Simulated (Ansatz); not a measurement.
The starting structures come from a database of crystals and need not be the phases stable at ambient conditions.

The decay constant κ of evanescent states in the gap governs leakage through a thin film.

```
CELL_PARAMETERS angstrom
      5.30127     0.00000     0.00000
      0.00000     6.87686     0.00000
      0.00000     0.00000     8.77104
ATOMIC_POSITIONS crystal
  K  0.75000 0.64907 0.68570
  K  0.25000 0.35093 0.31430
  K  0.25000 0.14907 0.81430
  K  0.75000 0.85093 0.18570
  Si 0.75000 0.15110 0.54584
  Si 0.25000 0.84890 0.45416
  Si 0.25000 0.65110 0.95416
  Si 0.75000 0.34890 0.04584
  H  0.03902 0.70074 0.41931
  H  0.96098 0.29926 0.58069
  H  0.96098 0.20074 0.08069
  H  0.03902 0.79926 0.91931
  H  0.46098 0.79926 0.91931
  H  0.53902 0.20074 0.08069
  H  0.53902 0.29926 0.58069
  H  0.46098 0.70074 0.41931
  H  0.75000 0.30445 0.87487
  H  0.25000 0.69555 0.12513
  H  0.25000 0.80445 0.62513
  H  0.75000 0.19555 0.37487
```

Space group of this cell: Pnma. The cell is taken as given.

Transport runs along the normal of the first two printed cell vectors.

The gap is the functional's own. No spin-orbit coupling. Mid-gap values are interpolated on the energy grid.

Compute, with r2SCAN in Ansatz (a first-principles code), the band gap and the smallest decay constant κ at mid-gap.

Gap 2.72 eV on a 6×6×4 mesh; κ = 0.321 1/Å, at (0.000, 0.500) of the in-plane reciprocal vectors. At the zone centre, at the nearest computed energy, the slowest state has κ = 0.36 1/Å.
